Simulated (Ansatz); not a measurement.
## What Se → Ge does to HgSe

The parent structure is HgSe in the zinc blende structure (space group F-43m, No. 216; a = 6.260 Å).

Perturbation: full substitution Se → Ge, then cell and atoms are relaxed.

Computed with Ansatz (a first-principles code) PBE, no SOC, earlier PAW set. Γ-centred 13×13×13 mesh, Fermi–Dirac width 0.05 eV.

The density goes up by 0.14 g/cm³ (7.57 g/cm³ → 7.71 g/cm³) and the lattice parameter a drops by 0.086 Å (6.260 Å → 6.174 Å). The space group stays F-43m (No. 216) and the shortest interatomic distance shrinks by 0.037 Å, from 2.710 Å to 2.673 Å. The band gap stays zero.

Spin-orbit coupling, missing from the scalar runs, can matter with Hg. Whether these cells are dynamically stable was not tested. As relaxed here, HgGe is a hypothetical phase, not in the database extracts checked. All final runs are without spin polarisation. A zero or small gap of HgSe can be the functional's error rather than a property of the material.
